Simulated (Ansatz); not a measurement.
Base system: HgTe in the zinc blende structure (space group F-43m, No. 216).

```
CELL_PARAMETERS angstrom
      0.00000     3.21750     3.21750
      3.21750     0.00000     3.21750
      3.21750     3.21750     0.00000
ATOMIC_POSITIONS crystal
  Hg 0.00000 0.00000 0.00000
  Te 0.25000 0.25000 0.25000
```

Cartesian axes are those of the cell as printed.

Level of theory: LDA, PAW, 420 eV (Ansatz, an electronic-structure program; without spin-orbit coupling).

Strains are applied to the cell and any free atomic positions relax.

One change was made to it. Results:

| quantity | base | after |
|---|---|---|
| energy relative to the base (free energy F) | 0 meV/atom | +5.3 meV/atom |
| pressure (mean of the normal stresses, compression positive) | 0.0 GPa | -1.3 GPa |

Which of these changes matches the shifts?
A. uniaxial strain ε_zz = +2.50 %
B. uniaxial strain ε_zz = +0.50 %
C. uniaxial strain ε_zz = +3.00 %
D. uniaxial strain ε_zz = −1.00 %

C, uniaxial strain ε_zz = +3.00 %. For comparison, the energy relative to the base in the other runs: uniaxial strain ε_zz = +0.50 % gives +0.1 meV/atom; uniaxial strain ε_zz = −1.00 % gives +0.6 meV/atom; uniaxial strain ε_zz = +2.50 % gives +3.7 meV/atom.

The mesh was chosen for an insulator and is coarse for the gapless case. No phonon test of stability was made. All final runs are without spin polarisation.
